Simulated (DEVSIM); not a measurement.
**Schottky contact on p-type GaAs**

System: Schottky contact on p-type GaAs, at 300 K.

```tsv
layer (left to right)	material	thickness (μm)	Na (cm⁻³)	τn (s)	τp (s)
1	GaAs	17.0	9.1e16	2e-10	6.7e-9
```

Left contact: Schottky, work function 4.944 eV, emission velocity 9e6 cm/s. Right contact: ohmic. Voltage is applied to the left contact. Recombination: SRH at mid-gap, Auger. Mobility is μmin + (μ − μmin)/(1 + (N/Nref)^α).

The device is made up for the run: typed textbook-type constants, with dimensions and the other settings drawn at random. Values at 300 K.

```tsv
parameter	GaAs
gap (eV)	1.424
affinity (eV)	4.07
permittivity	12.9
Nc (cm⁻³)	4.7e17
Nv (cm⁻³)	9e18
μn (cm²/Vs)	8500
μp (cm²/Vs)	400
μn,min	500
μp,min	20
Nref,n	6e16
Nref,p	1.5e17
αn	0.39
αp	0.38
Cn (cm⁶/s)	1e-30
Cp (cm⁶/s)	1e-30
```

Simulated with DEVSIM: 1D drift-diffusion, Boltzmann statistics, complete ionisation; no tunnelling, impact ionisation, image-force lowering or self-heating. Metal contacts follow the ideal Schottky-Mott rule: no Fermi-level pinning, no interface dipoles.

```json
{
  "potential_step_across_the_device_at_zero_bias": "0.431 V",
  "largest_field_in_the_device_at_zero_bias": "100000 V/cm",
  "Dark forward voltage at 1 A/cm²": "0.138 V",
  "Dark forward voltage at 100 A/cm²": "0.313 V"
}
```

Dark reverse current:

```json
[
 {"V (V)": "0.40", "J (A/cm²)": "0.0058"},
 {"V (V)": "1.00", "J (A/cm²)": "0.0062"},
 {"V (V)": "2.00", "J (A/cm²)": "0.0064"},
 {"V (V)": "3.00", "J (A/cm²)": "0.0066"},
 {"V (V)": "4.00", "J (A/cm²)": "0.0067"},
 {"V (V)": "6.00", "J (A/cm²)": "0.0068"}
]
```

Dark forward current:

```json
[
 {"V (V)": "-0.05", "J (A/cm²)": "-0.031"},
 {"V (V)": "-0.10", "J (A/cm²)": "-0.24"},
 {"V (V)": "-0.15", "J (A/cm²)": "-1.6"},
 {"V (V)": "-0.20", "J (A/cm²)": "-9.0"},
 {"V (V)": "-0.25", "J (A/cm²)": "-36"},
 {"V (V)": "-0.30", "J (A/cm²)": "-86"},
 {"V (V)": "-0.35", "J (A/cm²)": "-150"},
 {"V (V)": "-0.40", "J (A/cm²)": "-230"},
 {"V (V)": "-0.45", "J (A/cm²)": "-310"},
 {"V (V)": "-0.50", "J (A/cm²)": "-400"},
 {"V (V)": "-0.55", "J (A/cm²)": "-480"},
 {"V (V)": "-0.60", "J (A/cm²)": "-570"},
 {"V (V)": "-0.65", "J (A/cm²)": "-660"},
 {"V (V)": "-0.70", "J (A/cm²)": "-750"},
 {"V (V)": "-0.75", "J (A/cm²)": "-840"},
 {"V (V)": "-0.80", "J (A/cm²)": "-940"},
 {"V (V)": "-0.85", "J (A/cm²)": "-1000"},
 {"V (V)": "-0.90", "J (A/cm²)": "-1100"},
 {"V (V)": "-0.95", "J (A/cm²)": "-1200"},
 {"V (V)": "-1.00", "J (A/cm²)": "-1300"},
 {"V (V)": "-1.05", "J (A/cm²)": "-1400"},
 {"V (V)": "-1.10", "J (A/cm²)": "-1500"},
 {"V (V)": "-1.15", "J (A/cm²)": "-1600"},
 {"V (V)": "-1.20", "J (A/cm²)": "-1700"},
 {"V (V)": "-1.25", "J (A/cm²)": "-1800"},
 {"V (V)": "-1.30", "J (A/cm²)": "-1900"},
 {"V (V)": "-1.35", "J (A/cm²)": "-2000"},
 {"V (V)": "-1.40", "J (A/cm²)": "-2100"}
]
```
